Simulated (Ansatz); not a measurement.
System: L1₂ (Cu3Au-type) Al₃Sc. Method: PBE0-D3(BJ) in Ansatz (plane waves, PAW).

The input as run:

Ansatz 0.2 input:
```yaml
crystal:
  lattice:
    - [3.9935643004, 0.0, 0.0]
    - [0.0, 3.9935643004, 0.0]
    - [0.0, 0.0, 3.9935643004]
  atoms:
    - { symbol: Sc, position: [0.0, 0.0, 0.0] }
    - { symbol: Al, position: [0.0, 0.5, 0.5] }
    - { symbol: Al, position: [0.5, 0.0, 0.5] }
    - { symbol: Al, position: [0.5, 0.5, 0.0] }
basis:
  ecutwfc: 460
  ecutrho_ratio: 4
  xc_grid: 2
kpoints:
  mp_grid: { grid: [8, 8, 8] }
hamiltonian:
  xc: pbe0
  dispersion: d3bj
  pseudopotentials: { kind: paw }
scf:
  occupations: { method: fermi_dirac, width: 0.05 }
  convergence: { dr2_threshold: 0.0000000004 }
output:
  forces: true
  stress: true
  eigenvalues: true
```

**Question.** How many irreducible k-points, plane waves at Γ does the program set up, and what pressure does the run end with?

**Answer.** 35 irreducible k-points, 1365 plane waves at Γ; P = 2.74 GPa, so the cell is compressed on average and its volume would grow at this level.

From the output:

```
WARN output.stress: scf.exx.energy_threshold = 1e-6 eV is looser than the 4e-8 eV advised for a stress under a hybrid functional (1e-8 eV for each atom of the …
Crystal: 4 atoms, lattice volume = 63.692 Å³
Basis set: ecut = 460 eV, 1365 PW (Γ), exchange–correlation on 60×60×60 points (8 copies of the dense FFT grid, shifted against one another)
Bands: 14, of which v1, the nominal top of the filled ones, is band 10 counted from 1 (9 counted from 0)
Symmetry: 48 space group operations
Space group: Pm-3m (ITA 221), of the structure as read, at distance tolerance 4.0e-5 Å
k-points: 35 of 512
Functional: x = pbe(κ = 0.804, μ = 0.2195149727645171), c = pbe(β = 0.06672455060314922), warm-up for x = 0.75 pbe(κ = 0.804, μ = 0.2195149727645171) + 0.25 exact, c = pbe(β = 0.06672455060314922)
SCF iter   1: F=—  HF=-3751.805329 eV  |F-HF|=—  |Δ(HF+E_count)|=         —  Δρ=3.37e-3  dr2=2.34e-2
SCF iter   2: F=—  HF=-3751.801863 eV  |F-HF|=—  |Δ(HF+E_count)|=   3.47e-3  Δρ=1.82e-3  dr2=6.02e-3
  ...
SCF 1 converged in 10 iterations: F = -3751.800277 eV  dr2 = 1.42e-12
Crystal: 4 atoms, lattice volume = 63.692 Å³
Initial density: handed on by an earlier stage of this run
Functional: x = 0.75 pbe(κ = 0.804, μ = 0.2195149727645171) + 0.25 exact, c = pbe(β = 0.06672455060314922)
SCF 2 converged in 7 iterations: F = -3753.851692 eV  dr2 = 6.06e-12
Crystal: 4 atoms, lattice volume = 63.692 Å³
Crystal: 4 atoms, lattice volume = 63.692 Å³
SCF iter   8: F=—  HF=-3753.867682 eV  |F-HF|=—  |Δ(HF+E_count)|=   1.31e-8  Δρ=6.72e-7  dr2=7.47e-10
SCF iter   9: F=-3753.867682 eV  HF=-3753.867682 eV  |F-HF|=2.71e-10  |Δ(HF+E_count)|=  8.49e-10  Δρ=4.14e-7  dr2=3.16e-10
SCF 4 converged in 9 iterations: F = -3753.867682 eV  dr2 = 3.16e-10
Free energy (F): -3753.867682 eV
Internal energy: -3753.864561 eV  (E = F + TS)
E sigma→0 (E₀):  -3753.866122 eV
Fermi energy:    10.048378 eV
--- Forces (eV/Å), atoms counted from 1 ---
  atom   1  Sc    -0.00000000     0.00000000     0.00000000
  atom   2  Al     0.00000000    -0.00000000     0.00000000
  atom   3  Al     0.00000000    -0.00000000     0.00000000
  atom   4  Al     0.00000000    -0.00000000    -0.00000000
--- Stress (GPa, compression-positive) ---
        2.742494       0.000000       0.000000
        0.000000       2.742494       0.000000
        0.000000       0.000000       2.742494
  P = ⅓ Tr σ = 2.7425 GPa (27.425 kbar)
```

The cell is one volume of an energy–volume scan, off the minimum.

The PAW data were made under PBE.

Note: the run warned that the count of filled bands differs between k points.

Ansatz is a program for electronic structure.
